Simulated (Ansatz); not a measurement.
# SiO2: response to strain

The reference is SiO$_{2}$ in the rutile structure (space group P4_2/mnm, No. 136; a = 4.236 Å, c = 2.690 Å).

Strains are applied to the cell and any free atomic positions relax.

Calculations: PBE (Ansatz, a program for electronic structure, PAW, no spin-orbit coupling), earlier PAW set.

Notes on the quantities. energy relative to the base: free energy F.

```tsv
isotropic strain (%)	energy relative to the base (meV/atom)
-0.91	5.4
-0.62	2.5
0	0.0
0.92	?
1.9	21.2
```

Problem. Fit ΔE = Aε² + Bε³ (ε in %) to the rows shown and predict the withheld row.

Solution. Least squares on the printed values gives A = 6.32 and B = -0.23 meV/atom (largest residual 0.0 meV/atom); this predicts 5.2 meV/atom, and the run gives 5.2 meV/atom, in agreement.

Whether these cells are dynamically stable was not tested.
